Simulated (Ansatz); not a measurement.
# Pt on a Cu site (middle of the slab) in a 3x3 cell of the 1x1 (100) surface of fcc Cu

Computed with PBE (plane waves to 420 eV, PAW; Ansatz, a quantum-chemistry and plane-wave program).

Model: 36-atom slab, 5.3 Å thick at the start (thin: gaps and levels are the slab's own), 4x4x1 mesh, Fermi-Dirac 0.1 eV, dipole correction, 9 atoms held, the rest relaxed; symmetry of the start imposed; no spin, no spin-orbit, no U.

```
Property                                                                               Result
----------------------------------------------------------------------------------  ---------
formation energy against fcc Cu, fcc Pt                                              -0.45 eV
work function of the top face                                                         4.54 eV
change of the work function                                                         -0.008 eV
change of the step from the bottom to the top vacuum level, against the clean slab  -0.030 eV
energy released by relaxation                                                        0.099 eV
largest move of a host atom                                                            0.08 Å
```
